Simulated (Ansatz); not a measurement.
**A computed series for Cu: response to strain**

Consider Cu in the fcc (Cu type) structure (space group Fm-3m, No. 225; a = 3.577 Å; relaxed with 0.1 eV smearing). Axes: x, y, z lie along the cube axes.

Strains are applied to the cell and any free atomic positions relax.

Computed with plane-wave PAW DFT at the r2SCAN level (Ansatz, a first-principles code, 500 eV), no SOC.

Notes on the quantities. energy relative to the base: free energy F.

| uniaxial strain ε_zz (%) | energy relative to the base (meV/atom) |
|---|---|
| 0 | 0.0 |
| 0.5 | 0.2 |
| 1 | 0.7 |
| 1.5 | 1.6 |
| 2 | ? |
| 2.5 | 4.3 |
| 3 | 6.2 |

Q: Fit ΔE = Aε² + Bε³ (ε in %) to the rows shown and predict the withheld row.

A: Least squares on the printed values gives A = 0.715 and B = -0.0090 meV/atom (largest residual 0.0 meV/atom); this predicts 2.8 meV/atom, and the run gives 2.8 meV/atom, in agreement.

No phonon test of stability was made. All final runs are without spin polarisation.
